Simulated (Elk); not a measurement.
Input and output of a self-consistent single point for CdPd (P1, 2 atoms in the cell) (Elk).

Level of theory: LDA (PW92), all-electron FP-LAPW, Elk's shipped species files, APW+lo basis with extra local orbitals in Elk.

The change in words: lattice scaled by 0.98. Reference geometry:
```yaml
crystal:
  lattice:
    - [3.03726, 0.00000, 0.00000]
    - [0.00000, 3.03726, 0.00000]
    - [0.00000, 0.00000, 3.69349]
  atoms:
    - { symbol: Cd, position: [0.98910, 0.00840, 0.99958] }
    - { symbol: Pd, position: [0.51090, 0.49160, 0.50042] }
```

Reference input (self-consistent single point, DFT, LDA (PW92), all-electron FP-LAPW, Elk's shipped species files, APW+lo basis with extra local orbitals): rgkmax = 7.5; swidth = 0.00367493 Ha; ngridk = 9 9 8; gmaxvr = 14 1/bohr; nxlo = 2; lorbcnd = true; lmaxi = 3; maxscl = 100. This run's input differs from it in these lines:

```diff
@@ -25,3 +25,3 @@
 scale
-  5.739589569
+  5.624798156
 
@@ -30,3 +30,3 @@
     0.0000000000    1.0000000000    0.0000000000
-    0.0000000000    0.0000000000    1.2160598698
+    0.0000000000    0.0000000000    1.2160597208
```

Log, with long lists cut:

```
│ Self-consistent loop started │
│ Loop number : 1 │
 total energy                :     -10624.5834702
│ Loop number : 2 │
 total energy                :     -10625.2465353
RMS change in Kohn-Sham potential (target) :   0.2502448941     (  0.1000000000E-05)
Absolute change in total energy (target)   :   0.6630650419     (  0.1000000000E-03)
│ Loop number : 3 │
 total energy                :     -10632.8360930
RMS change in Kohn-Sham potential (target) :   0.1151190162     (  0.1000000000E-05)
Absolute change in total energy (target)   :    7.755324019     (  0.1000000000E-03)
│ Loop number : 4 │
   [... lines left out ...]
Absolute change in total energy (target)   :   0.3852544760E-03 (  0.1000000000E-03)
│ Loop number : 13 │
 total energy                :     -10633.3690639
RMS change in Kohn-Sham potential (target) :   0.8510327101E-06 (  0.1000000000E-05)
Absolute change in total energy (target)   :   0.2181033451E-03 (  0.1000000000E-03)
│ Loop number : 14 │
 total energy                :     -10633.3690763
RMS change in Kohn-Sham potential (target) :   0.4038503701E-06 (  0.1000000000E-05)
Absolute change in total energy (target)   :   0.6683976244E-04 (  0.1000000000E-03)
Convergence targets achieved

│ Loop number : 15 │

Energies :
 Fermi                       :     0.299267057887
 total energy                :     -10633.3691022

Density of states at Fermi energy :    15.23459638
 (states/Hartree/unit cell)

Estimated indirect band gap :   0.2559744189E-02
 from k-point    436 to k-point    618
Estimated direct band gap   :   0.3820603345E-01
 at k-point     50

Charges :
 core                        :    58.00000000
 valence                     :    36.00000000
 interstitial                :    2.265102080
 muffin-tins (core leakage)
  species :    1 (Cd)
   atom    1                 :    46.71000636     (  0.3498701277E-03)
  species :    2 (Pd)
   atom    1                 :    45.02489156     (  0.6841602840E-08)
 total in muffin-tins        :    91.73489792
 total calculated charge     :    94.00680948
 total charge                :    94.00000000
 error                       :   0.6809483662E-02

│ Self-consistent loop stopped │
```

The run converged in 15 iterations. The count includes the last loop, which Elk runs after its targets are met. 

The starting cell comes from a database of computed structures (which also holds hypothetical and non-ambient phases and stackings), without a prior relaxation at this level. Its atoms were displaced at random from the sites of space group no. 123. For this run, on top of that: lattice scaled by 0.98. Spin polarisation is off. Values depend on the basis (sphere radii, cutoffs, local orbitals), which need not be converged. The log's line on a gap gives a spacing of levels on this mesh, which the program prints for metals too.

Cost on one core of a shared machine: roughly 4 min.
